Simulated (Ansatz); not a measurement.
## Response to strain in BAs

Consider BAs in the zinc blende structure (space group F-43m, No. 216; a = 4.784 Å). Axes: x, y, z lie along the cube axes.

Strains are applied to the cell and any free atomic positions relax; under biaxial strain the out-of-plane vector relaxes too.

Computed with Ansatz (a program for electronic structure) r2SCAN, no SOC.

Notes on the quantities. pressure: mean of the normal stresses, compression positive.

| variant | out-of-plane strain | smallest direct gap | pressure |
|---|---|---|---|
| base | – | 3.44 eV | 0.00 GPa |
| biaxial strain +0.50 %, plane normal [001], relaxed out of plane | -0.23 % | 3.35 eV | -1.07 GPa |
| biaxial strain +1.00 %, plane normal [001], relaxed out of plane | -0.46 % | 3.26 eV | -2.09 GPa |
| biaxial strain +1.50 %, plane normal [001], relaxed out of plane | -0.69 % | 3.17 eV | -3.07 GPa |
| biaxial strain +2.00 %, plane normal [001], relaxed out of plane | -0.92 % | 3.08 eV | -4.02 GPa |
| biaxial strain +2.50 %, plane normal [001], relaxed out of plane | -1.16 % | 3.00 eV | -4.92 GPa |
| biaxial strain +3.00 %, plane normal [001], relaxed out of plane | [?] | [?] | [?] |

Problem. Fill in the withheld entries from the trend.

Solution. 
- biaxial strain +3.00 %, plane normal [001], relaxed out of plane, out-of-plane strain: -1.39 %
- biaxial strain +3.00 %, plane normal [001], relaxed out of plane, smallest direct gap: 2.92 eV
- biaxial strain +3.00 %, plane normal [001], relaxed out of plane, pressure: -5.80 GPa

Stability against distortions was not tested.
